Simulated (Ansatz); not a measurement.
Start from SnO2 in the rutile structure (space group P4_2/mnm, No. 136).

```yaml
crystal:
  lattice:
    - [4.82754, 0.00000, 0.00000]
    - [0.00000, 4.82754, 0.00000]
    - [0.00000, 0.00000, 3.23815]
  atoms:
    - { symbol: Sn, position: [0.00000, 0.00000, 0.00000] }
    - { symbol: Sn, position: [0.50000, 0.50000, 0.50000] }
    - { symbol: O, position: [0.30658, 0.30658, 0.00000] }
    - { symbol: O, position: [0.80658, 0.19342, 0.50000] }
    - { symbol: O, position: [0.19342, 0.80658, 0.50000] }
    - { symbol: O, position: [0.69342, 0.69342, 0.00000] }
```

The other end (x = 1) is SiO$_{2}$ in the rutile structure (space group P4_2/mnm, No. 136): 8.05 Å³/atom, gap 5.04 eV.

The values are results of PBE (Ansatz, a program for electronic structure; PAW; 420 eV plane waves; spin-orbit coupling left out), not measurements.

Si replaces a fraction x of Sn; each row is one arrangement (x, atoms in the cell, starting space group or random), fully relaxed.

One change was made to it. Results:

| quantity | base | after |
|---|---|---|
| mixing energy | – | +109 meV/atom |
| shortest interatomic distance | 2.089 Å | 1.773 Å |
| deviation of the volume from the linear (Vegard-type) interpolation | – | -0.9 % |

Question: What was done to the base?
A) x(Si) = 0.75, 12 atoms, Cmmm
B) x(Si) = 0.25, 12 atoms, C2/m
C) x(Si) = 0.25, 12 atoms, Cmmm
D) x(Si) = 0.5, 12 atoms, Pmmm
E) x(Si) = 0.5, 12 atoms, P2_1/c

Answer: A, x(Si) = 0.75, 12 atoms, Cmmm. For comparison, the mixing energy in the other runs: x(Si) = 0.25, 12 atoms, C2/m gives +74 meV/atom; x(Si) = 0.25, 12 atoms, Cmmm gives +74 meV/atom; x(Si) = 0.5, 12 atoms, P2_1/c gives +95 meV/atom; x(Si) = 0.5, 12 atoms, Pmmm gives +0.242 eV/atom.

Each cell is one ordered arrangement of few atoms, which overstates ordering effects compared with a random alloy. No phonon test of stability was made.
